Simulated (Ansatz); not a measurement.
## Na under a change: pressure 15 GPa

The reference is Na in the bcc (W type) structure (space group Im-3m, No. 229; a = 4.171 Å).

The change: cell and atoms relaxed at a pressure of 15 GPa.

Computed with Ansatz (an electronic-structure program) PBEsol, scalar-relativistic without spin-orbit coupling, earlier PAW set. Γ-centred 16×16×16 mesh, Fermi–Dirac width 0.05 eV.

```csv
quantity,base,changed,shift
density,1.05 g/cm³,1.94 g/cm³,+0.89 g/cm³
lattice parameter a,4.171 Å,3.403 Å,-0.768 Å
enthalpy H = E + PV relative to the base's energy,–,+2.32 eV/atom,–
band gap,zero,zero,–
```

Cost of the whole job for the changed cell (relaxation, final SCF and bands): about 11 core-seconds (a rough figure).

Load acts through the strain it causes; cell and atoms are relaxed under it. Whether these cells are dynamically stable was not tested. Competing high-pressure phases were not computed.
